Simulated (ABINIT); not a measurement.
**Pressure against volume in zinc-blende AlN (space group 216) (ABINIT, PBE)**

```yaml
crystal:
  lattice:
    - [0.00000, 2.15106, 2.15106]
    - [2.15106, 0.00000, 2.15106]
    - [2.15106, 2.15106, 0.00000]
  atoms:
    - { symbol: Al, position: [0.00000, 0.00000, 0.00000] }
    - { symbol: N, position: [0.75000, 0.75000, 0.75000] }
```

Method: PBE, norm-conserving pseudopotentials (PseudoDojo nc-sr-05 PBE standard) (plane waves; ABINIT 10.0.3). Settings: pseudos = [Al.upf, N.upf]; ecut = 110 Ry; occopt = 3; tsmear = 0.01 eV; ngkpt = 13 13 13; nshiftk = 1; shiftk = 0 0 0; potentials = PseudoDojo nc-sr-05 PBE standard; nband = 9; kptopt = 1; nstep = 60; tolvrs = 1e-10. The cell above is the first row's. The rows scale it uniformly. In all rows fractional positions and the k mesh are held.

```csv
V (Å^3/atom),P (GPa)
9.953,14.94
10.169,9.78
10.386,5.11
10.602,0.90
10.819,-2.92
11.035,-6.37
11.251,-9.49
11.468,-12.32
11.684,?
```

### Question
Using a cubic, estimate the missing P at V = 11.684 from the other rows, showing the fit.

### Answer
With u = V - 10.7, the rows have u = -0.7470, -0.5310, -0.3140, -0.0980, 0.1190, 0.3350, 0.5510, 0.7680. Least squares gives P = -0.878 - 17.7007·u + 4.1498·u² - 0.6610·u³. Residuals (row less fit): 0.004, -0.010, 0.000, 0.003, 0.007, -0.003, -0.008, 0.004; standard error 0.008 (degrees of freedom: 4). The fitted pressure is zero at V0 = 10.65, where dP/dV = -18.11, so B0 = -V0·dP/dV = 193 GPa. At the withheld row, u = 0.9840, so P = -0.878 - 17.7007 × 0.9840 + 4.1498 × 0.9840² - 0.6610 × 0.9840³ = -14.907 GPa. The calculation gives -14.87 GPa, 0.037 GPa above the prediction (0.1 % of the range of P in the table). The row lies outside the fitted rows, so this is an extrapolation. From the scatter of the fitted rows alone, a prediction at this place has a standard error of 0.022 GPa, so the miss is 1.7 times that.

Carrying the step between the two nearest rows on in a straight line would have given -15.14, off by 0.27; series whose last step already gives the withheld value aren't shown. The scan was laid around a cell of about the measured size, scaled by a guess for this functional. This is a metastable polymorph. The runs keep the symmetry of the cell, so they don't test it for distortions. Cutoffs and mesh are single choices, not tested for convergence of this quantity. Series with a scatter that would blur these digits, or in which a gap closes, are not shown.
